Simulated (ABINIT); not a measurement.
## Worked example: self-consistent single point of RbCl (Fm-3m, 2 atoms in the cell) in ABINIT

Method of the run: PBE, PAW (JTH v2.0 PBE PAW) (plane waves; ABINIT).

Input as run:

```
# RbCl, JTH v2.0 PBE PAW
pp_dirpath "./"
pseudos "Rb.GGA_PBE-JTH.xml, Cl.GGA_PBE-JTH.xml"
acell 8.6257967971 8.6257967971 8.6257967971
rprim
         0.0000000000    0.7071067812    0.7071067812
         0.7071067812    0.0000000000    0.7071067812
         0.7071067812    0.7071067812    0.0000000000
natom 2
ntypat 2
znucl 37 17
typat 1 2
xred
         0.0000000000    0.0000000000    0.0000000000
         0.5000000000    0.5000000000    0.5000000000
ecut 707 eV
pawecutdg 1415 eV
pawxcdev 0
ixc 11
occopt 3
tsmear 0.00036749
nband 13
kptopt 1
ngkpt 9 9 9
nshiftk 1
shiftk 0 0 0
nstep 50
toldfe 1.0e-09
prtwf 0
prtden 0
prtvol 1
enunit 1
```

Output, abridged:

```
 Symmetries : space group Fm -3 m (#225); Bravais cF (face-center cubic)

 -outvars: echo values of preprocessed input variables --------
            acell      8.6257967971E+00  8.6257967971E+00  8.6257967971E+00 Bohr
             ecut      2.59817731E+01 Hartree
           enunit           1
              ixc          11
         kptrlatt        9    0    0      0    9    0      0    0    9
          kptrlen      7.76321712E+01
            natom           2
            nband          13
            ngfft          40      40      40
          ngfftdg          60      60      60
             nkpt          35
            nstep          50
             nsym          48
           ntypat           2
           occopt           3
        pawecutdg      5.20002954E+01 Hartree
         pawxcdev           0
            rprim      0.0000000000E+00  7.0710678120E-01  7.0710678120E-01
                       7.0710678120E-01  0.0000000000E+00  7.0710678120E-01
                       7.0710678120E-01  7.0710678120E-01  0.0000000000E+00
          spgroup         225
           toldfe      1.00000000E-09 Hartree
           tsmear      3.67490000E-04 Hartree
            typat      1  2
           useylm           1
             xred      0.0000000000E+00  0.0000000000E+00  0.0000000000E+00
                       5.0000000000E-01  5.0000000000E-01  5.0000000000E-01
            znucl       37.00000   17.00000

== DATASET  1 ==================================================================

 Exchange-correlation functional for the present dataset will be:
  GGA: Perdew-Burke-Ernzerhof functional - ixc=11
 Citation for XC functional:
  J.P.Perdew, K.Burke, M.Ernzerhof, PRL 77, 3865 (1996)

 Real(R)+Recip(G) space primitive vectors, cartesian coordinates (Bohr,Bohr^-1):
 R(1)=  0.0000000  6.0993594  6.0993594  G(1)= -0.0819758  0.0819758  0.0819758
 R(2)=  6.0993594  0.0000000  6.0993594  G(2)=  0.0819758 -0.0819758  0.0819758
 R(3)=  6.0993594  6.0993594  0.0000000  G(3)=  0.0819758  0.0819758 -0.0819758
 Unit cell volume ucvol=  4.5381900E+02 bohr^3
 Angles (23,13,12)=  6.00000000E+01  6.00000000E+01  6.00000000E+01 degrees

 Coarse grid specifications (used for wave-functions):

 getcut: wavevector=  0.0000  0.0000  0.0000  ngfft=  40  40  40
         ecut(hartree)=     25.982   => boxcut(ratio)=   2.02098

 Fine grid specifications (used for densities):

 getcut: wavevector=  0.0000  0.0000  0.0000  ngfft=  60  60  60
         ecut(hartree)=     52.000   => boxcut(ratio)=   2.14281

   8.69877870E+02                                ecore*ucvol(ha*bohr**3)

_setup2: Arith. and geom. avg. npw (full set) are    2870.207    2870.195

--- !BeginCycle
solver: {iscf: 17, nstep: 50, nline: 4, wfoptalg: 10, }
tolerances: {toldfe: 1.00E-09, }
...

     iter   Etot(hartree)      deltaE(h)  residm     nres2
 ETOT  1  -39.623228755569    -3.962E+01 3.206E-02 3.558E+00
 ETOT  2  -39.647389879631    -2.416E-02 1.054E-02 7.793E-01
 ETOT  3  -39.646963740227     4.261E-04 1.235E-03 2.817E-01
 ETOT  4  -39.647307344110    -3.436E-04 2.025E-03 2.236E-02
 ETOT  5  -39.647514500226    -2.072E-04 4.454E-04 6.927E-04
 ETOT  6  -39.647532247785    -1.775E-05 1.926E-04 3.992E-05
 ETOT  7  -39.647533245312    -9.975E-07 1.257E-04 1.403E-05
 ETOT  8  -39.647533286670    -4.136E-08 4.085E-05 4.766E-07
 ETOT  9  -39.647533293178    -6.507E-09 2.484E-05 8.544E-08
 ETOT 10  -39.647533292978     1.993E-10 8.725E-06 9.977E-10
 ETOT 11  -39.647533292993    -1.462E-11 6.973E-06 4.912E-10

 At SCF step   11, etot is converged :
  for the second time, diff in etot=  1.462E-11 < toldfe=  1.000E-09

 Cartesian components of stress tensor (hartree/bohr^3)
  sigma(1 1)= -7.65320048E-05  sigma(3 2)=  0.00000000E+00
  sigma(2 2)= -7.65320048E-05  sigma(3 1)=  0.00000000E+00
  sigma(3 3)= -7.65320048E-05  sigma(2 1)=  0.00000000E+00

 ----iterations are completed or convergence reached----

 reduced coordinates (array xred) for    2 atoms
       0.000000000000      0.000000000000      0.000000000000
       0.500000000000      0.500000000000      0.500000000000
 cartesian forces (eV/Angstrom) at end:
    1     -0.00000000000000    -0.00000000000000    -0.00000000000000
    2     -0.00000000000000    -0.00000000000000    -0.00000000000000
 frms,max,avg= 0.0000000E+00 0.0000000E+00   0.000E+00  0.000E+00  0.000E+00 e/A
 length scales=  8.625796797100  8.625796797100  8.625796797100 bohr
              =  4.564575070954  4.564575070954  4.564575070954 angstroms
 Fermi (or HOMO) energy (eV) =   1.28426   Average Vxc (eV)=  -7.75231
 Eigenvalues (   eV  ) for nkpt=  35  k points:
 kpt#   1, nband= 13, wtk=  0.00137, kpt=  0.0000  0.0000  0.0000 (reduced coord)
 -25.57459  -13.81438   -9.61849   -9.61849   -9.61849   -1.76131   -1.76131   -1.76131
   3.41671    6.33223    6.33223    6.33223    7.36875
 prteigrs : prtvol=0 or 1, do not print more k-points.

--- !EnergyTerms
comment             : Components of total free energy in Hartree
kinetic             :  1.51779735904161E+01
hartree             :  7.55847202418274E+00
xc                  : -1.11990302859734E+01
Ewald energy        : -3.00580095389069E+01
psp_core            :  1.91679474927573E+00
local_psp           : -2.24012162406451E+01
spherical_terms     : -6.42520670691495E-01
internal            : -3.96475363723422E+01
'-kT*entropy'       :  2.50876363294885E-16
total_energy        : -3.96475363723422E+01
total_energy_eV     : -1.07886433133112E+03
...

-Cartesian components of stress tensor (GPa)         [Pressure=  2.2516E+00 GPa]
- sigma(1 1)= -2.25164894E+00  sigma(3 2)=  0.00000000E+00
- sigma(2 2)= -2.25164894E+00  sigma(3 1)=  0.00000000E+00
- sigma(3 3)= -2.25164894E+00  sigma(2 1)=  0.00000000E+00

 Calculation completed.
```

The run converged in 11 iterations.

The starting cell comes from a database of computed structures (which also holds hypothetical and non-ambient phases and stackings), without a prior relaxation at this level. Its lattice was rescaled by a random factor within 2.5 % of one.

Cost on one core of a shared machine: roughly 60 s.
